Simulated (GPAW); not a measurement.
# Worked example: self-consistent single point of BaAl₂Ga₂ (I4/mmm, 5 atoms in the cell) in GPAW

Computed with PBEsol, GPAW PAW datasets PBEsol (made by gpaw-setup) (plane waves; GPAW).

Input as run:

```python
from ase import Atoms
from ase.units import GPa
from gpaw import GPAW, PW

atoms = Atoms(['Ba', 'Al', 'Al', 'Ga', 'Ga'],
              cell=[[-2.257182, 2.257182, 5.576230],
                    [2.257182, -2.257182, 5.576230],
                    [2.257182, 2.257182, -5.576230]],
              scaled_positions=[[0.000000, 0.000000, 0.000000],
                                [0.750000, 0.250000, 0.500000],
                                [0.250000, 0.750000, 0.500000],
                                [0.379710, 0.379710, 0.000000],
                                [0.620290, 0.620290, 0.000000]],
              pbc=True)

calc = GPAW(mode=PW(600),
            xc='PBEsol',
            kpts=(7, 7, 7),
            occupations={'name': 'methfessel-paxton', 'width': 0.1, 'order': 0},
            nbands=-11,
            symmetry={'symmorphic': False, 'tolerance': 0.0005},
            maxiter=100,
            txt='-')

atoms.calc = calc

energy = atoms.get_potential_energy()
print('Energy (eV):', round(energy, 6))
forces = atoms.get_forces()
print('Forces (eV/Ang):')
print(forces.round(5))
stress = atoms.get_stress()
print('Stress (GPa, Voigt):', (stress / GPa).round(4))
```

The program printed (abridged):

```
Input parameters:
  kpts: [7 7 7]
  maxiter: 100
  mode: {ecut: 600.0,
         name: pw}
  nbands: -11
  occupations: {name: methfessel-paxton,
                order: 0,
                width: 0.1}
  symmetry: {symmorphic: False,
             tolerance: 0.0005}
  xc: PBEsol

species:
  Ba:
    name: Barium
    Z: 56.0
    valence: 10
    core: 46
    charge: 0.0
    file: Ba.PBEsol.gz

    # Using partial waves for Ba as LCAO basis

  Al:
    name: Aluminium
    Z: 13.0
    valence: 3
    core: 10
    charge: 0.0
    file: Al.PBEsol.gz

    # Using partial waves for Al as LCAO basis

  Ga:
    name: Gallium
    Z: 31.0
    valence: 3
    core: 28
    charge: 0.0
    file: Ga.PBEsol.gz

    # Using partial waves for Ga as LCAO basis

Reference energy: -340059.854268  # eV

Spin-paired calculation

Convergence criteria:
 Maximum [total energy] change in last 3 cyles: 0.0005 eV / valence electron
 Maximum integral of absolute [dens]ity change: 0.0001 electrons / valence electron
 Maximum integral of absolute [eigenst]ate change: 4e-08 eV^2 / valence electron
 Maximum number of scf [iter]ations: 100

Symmetries present (total): 16
Symmetries with fractional translations: 0
343 k-points: 7 x 7 x 7 Monkhorst-Pack grid
40 k-points in the irreducible part of the Brillouin zone
       k-points in crystal coordinates                weights
   0:     0.00000000    0.00000000    0.00000000          1/343
   1:     0.14285714   -0.14285714    0.00000000          4/343
   2:     0.14285714   -0.14285714    0.14285714          4/343
   [... 7 lines left out ...]
          ...
  39:     0.42857143    0.42857143    0.42857143          8/343

Wave functions: Plane wave expansion
  Cutoff energy: 600.000 eV
  Number of coefficients (min, max): 3759, 3820
  Pulay-stress correction: 0.000000 eV/Ang^3 (de/decut=0.000000)

Occupation numbers: Methfessel-Paxton:
  width: 0.1000  # eV
  order: 0

Eigensolver

Densities:
  Coarse grid: 40*40*40 grid
  Fine grid: 80*80*80 grid
  Total Charge: 0.000000

Density mixing:
  Method: separate
  Backend: pulay
  Linear mixing parameter: 0.05
  old densities: 5
  Damping of long wavelength oscillations: 50

Hamiltonian:
  XC and Coulomb potentials evaluated on a 80*80*80 grid
  External potential:
    NoExternalPotential

XC parameters: PBEsol with 2 nearest neighbor stencil

Number of atoms: 5
Number of atomic orbitals: 21
Number of bands in calculation: 22
Number of valence electrons: 22
Bands to converge: occupied

Density initialized from atomic densities
  21 bands from LCAO basis set
  1 band from random numbers

Atomic positions and initial magnetic moments

Positions:
   0 Ba     0.000000    0.000000    0.000000    ( 0.0000,  0.0000,  0.0000)
   1 Al     0.000000    2.257182    2.788115    ( 0.0000,  0.0000,  0.0000)
   2 Al     2.257182    0.000000    2.788115    ( 0.0000,  0.0000,  0.0000)
   3 Ga    -0.000000    0.000000    4.234701    ( 0.0000,  0.0000,  0.0000)
   4 Ga     0.000000   -0.000000    6.917759    ( 0.0000,  0.0000,  0.0000)

Unit cell:
           periodic     x           y           z      points  spacing
  1. axis:    yes   -2.257182    2.257182    5.576230    40     0.1046
  2. axis:    yes    2.257182   -2.257182    5.576230    40     0.1046
  3. axis:    yes    2.257182    2.257182   -5.576230    40     0.0798

  Lengths:   6.425269   6.425269   6.425269
  Angles:  138.866587 138.866587  59.578339

Effective grid spacing dv^(1/3) = 0.1211

     iter     time        total  log10-change:
                         energy   eigst   dens
iter:   1 --:--:--   -18.985153
iter:   2 --:--:--   -19.005237   -1.71  -1.00
iter:   3 --:--:--   -18.877051   -2.08  -1.03
iter:   4 --:--:--   -18.903092   -2.63  -1.35
iter:   5 --:--:--   -18.876073   -2.78  -1.63
iter:   6 --:--:--   -18.868037   -4.01  -1.94
iter:   7 --:--:--   -18.865310c  -4.01  -2.15
iter:   8 --:--:--   -18.865393c  -4.73  -2.64
iter:   9 --:--:--   -18.865040c  -4.88  -2.59
iter:  10 --:--:--   -18.864987c  -5.49  -3.05
iter:  11 --:--:--   -18.864982c  -6.78  -3.41
iter:  12 --:--:--   -18.864983c  -7.39  -3.44
iter:  13 --:--:--   -18.864983c  -6.91  -3.51
iter:  14 --:--:--   -18.864982c  -8.00c -3.63
iter:  15 --:--:--   -18.864982c  -7.97c -3.66
iter:  16 --:--:--   -18.864983c  -7.67c -3.69
iter:  17 --:--:--   -18.864983c  -8.18c -3.81
iter:  18 --:--:--   -18.864981c  -8.15c -3.86
iter:  19 --:--:--   -18.864981c  -9.24c -3.96
iter:  20 --:--:--   -18.864980c  -7.99c -3.99
iter:  21 --:--:--   -18.864980c  -9.37c -4.93c

Converged after 21 iterations.

Dipole moment: (-0.000000, -0.000000, -0.000000) |e|*Ang

Energy contributions relative to reference atoms: (reference = -340059.854268)

Kinetic:        +30.848516
Potential:      -21.181425
External:        +0.000000
XC:             -28.482012
Entropy (-ST):   -0.007857
Local:           -0.046131
SIC:             +0.000000
--------------------------
Free energy:    -18.868908
Extrapolated:   -18.864980

Showing only first 2 kpts
 Kpt  Band  Eigenvalues  Occupancy
  0     9      5.52074    2.00000
  0    10      6.55822    1.99999
  0    11      7.47305    0.00000
  0    12      7.47305    0.00000

  1     9      5.95625    2.00000
  1    10      5.95690    2.00000
  1    11      7.37110    0.00000
  1    12      8.28153    0.00000

Fermi level: 6.86816

No gap
No difference between direct/indirect transitions
Energy (eV): -18.86498

Forces in eV/Ang:
  0 Ba    0.00000    0.00000    0.00000
  1 Al    0.00000    0.00000    0.00000
  2 Al    0.00000    0.00000    0.00000
  3 Ga    0.00000    0.00000    0.15237
  4 Ga    0.00000    0.00000   -0.15237

Stress tensor:
     0.009566     0.000000    -0.000000
     0.000000     0.009566     0.000000
    -0.000000     0.000000     0.007208
Stress (GPa, Voigt): [ 1.5326  1.5326  1.1548  0.     -0.      0.    ]
```

The run converged in 21 iterations. GPAW prints stress with tension positive.

The starting cell comes from a database of computed structures (which also holds hypothetical and non-ambient phases and stackings), without a prior relaxation at this level. Its lattice was rescaled by a random factor within 2.5 % of one.

Cost on one core of a shared machine: roughly 90 s.
